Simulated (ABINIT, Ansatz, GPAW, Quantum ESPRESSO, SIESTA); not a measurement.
**CdAu (Pm-3m, 2 atoms in the cell) computed with different codes at matched settings**

Self-consistent single point.

```
CELL_PARAMETERS angstrom
      3.33811     0.00000     0.00000
      0.00000     3.33811     0.00000
      0.00000     0.00000     3.33811
ATOMIC_POSITIONS crystal
  Cd 0.00000 0.00000 0.00000
  Au 0.50000 0.50000 0.50000
```

Shared settings, as Ansatz (a quantum-chemistry and plane-wave program) writes them: kpoints.mp_grid.grid = 6 6 6; scf.occupations.method = gaussian; scf.occupations.width = 0.272 eV. Potentials and cutoffs stand in the table.

```csv
code,model,pressure (GPa),cutoff
Ansatz,"PBEsol, PAW files made with PBE",-2.00,default
ABINIT,"PBEsol, PAW (JTH v2.0 PBE PAW, files made for PBE)",-2.23,26 Ha
Quantum ESPRESSO,"PBEsol, GBRV 1.5 ultrasoft (PBESOL) pseudopotentials",-2.04,40 Ry
GPAW,"PBEsol, GPAW PAW datasets PBEsol (made by gpaw-setup)",-1.85,600 eV
SIESTA,"GGA PBEsol, numerical atomic orbitals DZP, PseudoDojo PBEsol standard norm-conserving potentials (rewritten from UPF to PSML)",-3.71,grid 300 Ry
```

On Ansatz's run: spin-orbit coupling is off.

The spread over the programs that give each value: pressure within 1.86 GPa.

SIESTA uses small atom-centred bases, whose incompleteness enters pressures, forces and empty levels differently from a plane-wave cutoff. Ansatz's pressure is given at a fixed set of plane waves, as the other plane-wave codes print theirs; with its correction for the finite basis it is -1.96 GPa. In the pressure, SIESTA (by 1.69) lies more than 1 GPa from the median of the plane-wave programs.

On the base mesh (7 7 7) the same programs gave: Ansatz pressure -2.41 GPa; Quantum ESPRESSO pressure -2.46 GPa; ABINIT pressure -2.65 GPa; GPAW pressure -2.26 GPa; SIESTA pressure -4.22 GPa.

The values differ from the base mesh's, so the mesh still matters here: the table compares the programs at equal settings.

The starting cell comes from a database of computed structures (which also holds hypothetical and non-ambient phases and stackings), without a prior relaxation at this level. Its lattice was rescaled by a random factor within 2.5 % of one.

Left out of this page: CP2K (on another mesh); Elk and FLEUR (not drawn, or without a comparable value).

Keys are those of Ansatz 0.2.
